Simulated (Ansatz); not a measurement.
Cell and atoms of amorphous In9Ga9Zn9O37Sr:

```xyz
65
Lattice="9.5554 -0.1976 -0.0146 -0.1976 9.2365 0.2008 -0.0146 0.2008 9.3945" Properties=species:S:1:pos:R:3 pbc="T T T"
In     9.0515     7.6292     4.7022
In     6.3552     0.6500     3.4422
In     5.5463     6.8800     3.5168
In     0.9590     4.4633     3.4358
In     7.0289     2.3777     7.3985
In     2.6934     8.6256     0.9706
In     7.2450     4.3146     3.5489
In     0.5345     4.3061     7.0916
In     2.5933     2.7457     0.5710
Ga     6.1295     8.4715     0.4225
Ga     8.9044     1.7633     4.8776
Ga     1.1552     5.8751     0.4059
Ga     3.6994     5.7029     7.7372
Ga     2.6103     6.4523     4.8142
Ga     2.0447     1.0001     3.8030
Ga     2.1886     8.5865     6.4820
Ga     4.3029     1.0490     7.8649
Ga     0.4794     1.1415     7.6098
Zn     4.2260     5.7846     1.2935
Zn     6.1773     8.5374     6.3353
Zn     3.1482     2.8459     5.9464
Zn     4.2317     3.8101     3.3719
Zn     6.6768     5.3704     6.4409
Zn     8.4813     7.0767     1.8807
Zn     8.6037     7.3840     7.9445
Zn     5.6715     2.4904     1.0171
Zn     6.7451     5.3526     9.4821
O      4.6401     7.7730     1.4908
O      2.9003     6.4574     9.2728
O      5.7209     5.1123     4.7412
O      2.5224     3.0049     3.9850
O      8.2799     0.8715     8.2298
O      0.9471     2.5304     8.7821
O      0.1759     0.6669     3.8670
O     -0.0206     5.8524     8.3883
O      0.8387     7.5220     1.2126
O      6.7403     0.6771     1.3270
O      0.6344     2.3655     6.1556
O      3.4676     5.7984     3.3319
O      7.1377     3.4442     9.3381
O      7.5941     7.1484     6.2306
O      8.9156     5.7841     3.3470
O      1.6509     8.0204     4.5538
O      0.3310     8.6872     6.9200
O      8.0185     3.9088     6.3241
O      4.1509     3.8561     1.3047
O      8.8106     2.9497     3.4222
O      5.0099     8.5012     4.7025
O      1.2138     5.3277     5.3143
O      2.7372     4.1380     7.4212
O      4.1952     1.3211     0.2588
O      2.1335     1.0056     1.9371
O      3.0008     0.8993     5.4248
O      5.4494     8.9839     8.0901
O      7.2653     1.0916     5.3926
O      5.5090     5.6466     7.9683
O      7.4221     8.0379     3.3162
O      5.8549     2.6633     3.0989
O      3.3033     7.0276     6.4526
O      1.1477     4.2710     1.3744
O      4.9728     2.4121     6.8575
O      2.6450     0.1590     8.0326
O      6.2953     5.4909     2.0023
O      7.4810     7.1576     0.1659
Sr     8.9053     1.7750     1.1307
```

All values below come from PBE, scalar-relativistic without spin-orbit coupling (plane waves to 420 eV, PAW; Ansatz, an electronic-structure program).

A CHGNet melt-quench gave the starting glass, which DFT then relaxed. O atoms were pushed apart under 1.9 Å during the dynamics, to hinder bonds among them. The hot cell started wider than the set density and was brought back towards it in steps. It is the lowest in DFT energy of 2 quenches. It is a model cell: composition and starting density were chosen by hand, and all elements were melted together. No dispersion term was used. Its density started from a set value of 5.87 and ended at 5.87 g/cm³. The quench (nominally 260 K/ps over its main leg) was far faster than any real one, so the model tends to hold more defects than a real film. Values belong to this one cell and scatter from quench to quench. The volume was held where the preparation left it and the shape relaxed, at a PBE pressure of 3.3 GPa. Stress components on the final sampling reach 3.3 GPa.

Cut-offs for bonds: In-In 3.12 Å, In-Ga 2.90 Å, In-Zn 2.90 Å, In-O 2.68 Å, In-Sr 3.65 Å, Ga-Ga 2.68 Å, Ga-Zn 2.68 Å, Ga-O 2.54 Å, Ga-Sr 3.43 Å, Zn-Zn 2.68 Å, Zn-O 2.32 Å, Zn-Sr 3.43 Å, O-O 1.58 Å, O-Sr 3.13 Å, Sr-Sr 4.18 Å. Two cations that share two anions don't count as bonded, nor two that share one unless they lie closer than In-In 3.04 Å, In-Ga 2.82 Å, In-Zn 2.82 Å, In-Sr 3.55 Å, Ga-Ga 2.61 Å, Ga-Zn 2.61 Å, Ga-Sr 3.34 Å, Zn-Zn 2.61 Å, Zn-Sr 3.34 Å, Sr-Sr 4.07 Å.

Problem. Give the coordination numbers, mean bond lengths and angles.

Solution. 
```
Quantity                                                         Result
---------------------------------  ------------------------------------
Mean coordination of In by anions             5.44 (5 with 5, 4 with 6)
Mean coordination of Ga by anions             4.33 (6 with 4, 3 with 5)
Mean coordination of Zn by anions             4.22 (7 with 4, 2 with 5)
Mean coordination of O                      3.62 (14 with 3, 23 with 4)
Mean coordination of Sr by anions                       8.00 (1 with 8)
Mean In-O bond                     2.205 Å (spread 0.119 Å, 49 counted)
Mean Ga-O bond                     1.911 Å (spread 0.116 Å, 39 counted)
Mean Zn-O bond                     2.029 Å (spread 0.066 Å, 38 counted)
Mean O-Sr bond                      2.716 Å (spread 0.262 Å, 8 counted)
Bond angle at In                              mean 104.7°, spread 28.7°
Bond angle at Ga                              mean 107.8°, spread 18.9°
Bond angle at Zn                              mean 108.1°, spread 21.3°
Bond angle at O                               mean 109.9°, spread 16.7°
Bond angle at Sr                               mean 99.9°, spread 32.8°
```

Problem. List the pairs of like atoms that count as bonded by the rules above.

Solution. There are none by these rules.
